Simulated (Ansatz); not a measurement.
CdTe under a change: pressure 4.2 GPa

Take CdTe in the zinc blende structure (space group F-43m, No. 216; a = 6.6180 Å) as the base.

One thing is altered: cell and atoms relaxed at a pressure of 4.2 GPa.

The values are results of PBE (Ansatz, a program for electronic structure; PAW; 420 eV plane waves; no SOC), not measurements. Settings: 9×9×9 k-points, 0.05 eV Fermi–Dirac smearing.

The density grows by 0.55 g/cm³ (5.50 g/cm³ → 6.05 g/cm³) and the lattice parameter a decreases by 0.206 Å, from 6.618 Å to 6.412 Å. The shortest interatomic distance falls by 0.0893 Å (2.866 Å → 2.776 Å) and the enthalpy H = E + PV relative to the base's energy amounts to +0.90 eV/atom. The band gap goes up by 0.28 eV, from 0.59 eV to 0.87 eV and the gap character stays direct at Γ. The mean gap deformation potential ΔEg/Δln V is -3.0 eV and the width of the top valence band grows by 0.39 eV, from 1.94 eV to 2.33 eV. The electron mass changes from 0.053 mₑ (at Γ) to 0.070 mₑ (at Γ) and the hole mass (degenerate bands, along [100]) changes from 0.054, 0.57, 0.57 mₑ (at Γ) to 0.071, 0.49, 0.49 mₑ (at Γ). The valley order (the lowest conduction-band minima on the path, energy above the VBM, named in the base's zone) becomes Γ 0.87 eV; L along ⟨111⟩ 1.86 eV (base: Γ 0.59 eV; L along ⟨111⟩ 1.76 eV).

With Te present, leaving out spin-orbit coupling can change the band edges. Load acts through the strain it causes; cell and atoms are relaxed under it. Masses are band curvatures over ±0.01 Å⁻¹ around the edge. No phonon test of stability was made. Measured, CdTe leaves this structure (for cinnabar) near 3.53 GPa (temperature not stated; as listed in Datta, Sujoy, Jana, Debnarayan, arXiv (2020)), on rising pressure, with hysteresis.
